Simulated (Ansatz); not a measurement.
Results of rVV10 (Ansatz, a program for electronic structure, PAW) for KCSN (Pbcm, No. 57).

Run with plane-wave cutoff 520 eV, 6×6×6 k mesh, Fermi–Dirac smearing 0.01 eV, scalar-relativistic PAW data made under PBE.

Response to compression and expansion:

Shape and atoms are relaxed at each volume.

```csv
V (Å³/atom),P (GPa),direct gap at Γ (eV),smallest gap on the k mesh (eV)
19.579,0.95,3.904,3.861
19.987,0.45,3.931,3.878
20.395,0.00,3.956,3.895
20.803,-0.39,3.984,3.913
21.211,-0.74,4.011,3.930
```

The fundamental gap (3.90 eV at the equilibrium volume, with added k points) lies elsewhere than Γ–Γ.

Note: the bulk modulus comes from volumes at which shape and atoms were relaxed.
